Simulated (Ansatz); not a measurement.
Phonon-limited electron mobility of Ge (Fd-3m) in cm²/(V·s), PBEsol, finite-displacement electron-phonon coupling, linearised Boltzmann equation (Ansatz, a quantum-chemistry and plane-wave program). Condition of this run: hydrostatic pressure 10 GPa (the target of the relaxation). Geometry: relaxed with this functional, without spin-orbit coupling.

```csv
Condition,μ
150 K,?
200 K,2600
250 K,?
300 K,1130
350 K,822
400 K,626
500 K,395
600 K,269
```

### Question
What belongs in the gaps?

### Answer

- 150 K, μ: 4900
- 250 K, μ: 1640

### Question
What exponent p of μ ∝ T^−p fits 200 to 400 K (along x)?

### Answer
p ≈ 2.1; acoustic deformation-potential scattering alone gives 1.5.

Scattering by harmonic phonons alone: no impurities, screening or carrier-carrier scattering, bands fixed at 0 K. From a coarser fine mesh the values given move by up to 5 %. The mesh was bound by memory.
